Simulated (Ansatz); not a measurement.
**A computed series for SiC: response to strain**

The parent structure is SiC in the wurtzite structure (space group P6_3mc, No. 186; a = 3.0920 Å, c = 5.0743 Å).

Strains are applied to the cell and any free atomic positions relax.

All numbers come from Kohn–Sham DFT with the PBE functional, run in Ansatz (a quantum-chemistry and plane-wave program) with PAW and 420 eV plane waves, no spin-orbit coupling.

Notes on the quantities. pressure: mean of the normal stresses, compression positive.

| change | volume per atom | smallest direct gap | pressure | width of the top valence band |
|---|---|---|---|---|
| base | 10.50 Å³ | 3.94 eV | 0.00 GPa | 3.84 eV |
| isotropic strain +0.60 % | 10.69 Å³ | 3.91 eV | -3.70 GPa | 3.79 eV |
| isotropic strain +1.20 % | 10.89 Å³ | 3.87 eV | -7.11 GPa | 3.73 eV |
| isotropic strain +1.80 % | 11.08 Å³ | 3.84 eV | -10.27 GPa | 3.67 eV |
| isotropic strain +2.40 % | 11.28 Å³ | 3.81 eV | -13.18 GPa | 3.62 eV |
| isotropic strain +3.00 % | 11.48 Å³ | 3.77 eV | -15.86 GPa | 3.56 eV |

No phonon test of stability was made.
